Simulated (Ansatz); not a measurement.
## How far PBE and PBEsol part for Si3N4, pressure 1.5 GPa

Consider Si$_{3}$N$_{4}$ (space group Fd-3m, No. 227; a = 7.789 Å).

(Cell as relaxed with PBE.)

Levels (all Ansatz, a program for electronic structure, PAW): PBE (420 eV, no spin-orbit coupling); PBEsol (420 eV, spin-orbit coupling left out).

Each level relaxes its own structure.

```
base                     PBE   PBEsol
-------------------  -------  -------
volume per atom      8.44 Å³  8.29 Å³
lattice parameter a  7.789 Å  7.744 Å
band gap             3.34 eV  3.29 eV
```

The change: cell and atoms relaxed at a pressure of 1.5 GPa.

```csv
quantity,PBE,PBEsol
lattice parameter a,7.776 Å,7.731 Å
band gap,3.36 eV,3.31 eV
shift of the gap caused by the change,+0.02 eV,+0.02 eV
```

PBE's lattice parameter a lies 0.045 Å above PBEsol's (0.6 %); PBE's band gap lies 0.05 eV above PBEsol's; the two agree on the shift of the gap caused by the change. Neither level is exact; PBEsol is the comparison here, not a measurement.

Load acts through the strain it causes; cell and atoms are relaxed under it. Stability against distortions was not tested.
